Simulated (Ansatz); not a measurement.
# Phonons of CsPbBr3 (cubic perovskite, Pm-3m) at temperature

Method: the stochastic self-consistent harmonic approximation in a 2×2×2 supercell, PBEsol density-functional theory in Ansatz (plane waves, PAW). The cell was generated from a structure type, relaxed within its symmetry, and need not be the phase found at ambient conditions. Spin-orbit coupling is not included. The cell is strained by 1.0 % in length from its relaxed static size. Melting and transitions to other phases are not modelled. Frequencies in cm⁻¹ at q = (0.00, 0.00, 0.50) (fractions of the primitive reciprocal vectors), each column in ascending order, rows equal in every column written once; i marks an imaginary mode. The auxiliary (Gaussian) frequencies are positive by construction; the free-energy Hessian decides stability.

| harmonic | Gaussian 300 K | Hessian 300 K | Gaussian 600 K | Hessian 600 K |
|---|---|---|---|---|
| 18i | 23 | 18 | 25 | 20 |
| 7i | 27 | 19 | 30 | 22 |
| 18 | 39 | 31 | 43 | 34 |
| 27 | 41 | 34 | 46 | 37 |
| 27 | 41 | 34 | 46 | 38 |
| 31 | 42 | 35 | 46 | 38 |
| 31 | 42 | 38 | 46 | 40 |
| 32 | 43 | 38 | 47 | 40 |
| 32 | 44 | 38 | 49 | 41 |
| 78 | 85 | 79 | 91 | 84 |
| 78 | 85 | 79 | 94 | 85 |
| 89 | 90 | 85 | 94 | 85 |
| 149 | 145 | 138 | 146 | 135 |

```
Quantity                                                                        Value
-------------------------------------------------------------------  ----------------
pressure at 300 K in this cell                                       -0.29 ± 0.01 GPa
pressure at 600 K in this cell                                        0.06 ± 0.01 GPa
pressure near 300 K by path-integral sampling of the fitted surface         -0.43 GPa
pressure near 600 K by path-integral sampling of the fitted surface         -0.05 GPa
static pressure                                                             -0.60 GPa
```

Over all wave vectors of the supercell the softest harmonic mode is 30i cm⁻¹ at q = (0.50, 0.50, 0.50); the softest of the Hessian is 11i cm⁻¹ at q = (0.00, 0.50, 0.50) at 300 K (error 2; the run's verdict: unstable), 1i cm⁻¹ at q = (0.00, 0.50, 0.50) at 600 K (error 7; the run's verdict: undecided).

Ansatz is a program for electronic structure.
